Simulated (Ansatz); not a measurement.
# IrO$_{2}$ (space group Pa-3, No. 205; a cell from a computed database, its experimental status unchecked)

```yaml
crystal:
  lattice:
    - [4.86280, 0.00000, 0.00000]
    - [0.00000, 4.86280, 0.00000]
    - [0.00000, 0.00000, 4.86280]
  atoms:
    - { symbol: Ir, position: [0.50000, 0.50000, 0.00000] }
    - { symbol: Ir, position: [0.00000, 0.50000, 0.50000] }
    - { symbol: Ir, position: [0.00000, 0.00000, 0.00000] }
    - { symbol: Ir, position: [0.50000, 0.00000, 0.50000] }
    - { symbol: O, position: [0.15073, 0.84927, 0.34927] }
    - { symbol: O, position: [0.84927, 0.15073, 0.65073] }
    - { symbol: O, position: [0.34927, 0.15073, 0.84927] }
    - { symbol: O, position: [0.65073, 0.84927, 0.15073] }
    - { symbol: O, position: [0.65073, 0.65073, 0.65073] }
    - { symbol: O, position: [0.34927, 0.34927, 0.34927] }
    - { symbol: O, position: [0.84927, 0.34927, 0.15073] }
    - { symbol: O, position: [0.15073, 0.65073, 0.84927] }
```

Calculations: DFT with PBEsol, PAW potentials and a 420 eV plane-wave cutoff in Ansatz (a first-principles code), no spin-orbit coupling. Γ-centred 8×8×8 mesh, Fermi–Dirac width 0.05 eV.

| Property | Value |
|---|---|
| Volume per atom | 9.58 Å³ |
| Density | 12.95 g/cm³ |
| Band gap | zero |
| Total energy | -4306.012 eV/atom (σ→0; compares only within this code and set-up) |

No phonon test of stability was made. No Hubbard U is applied, and correlation can decide whether such a compound is a metal. All final runs are without spin polarisation.
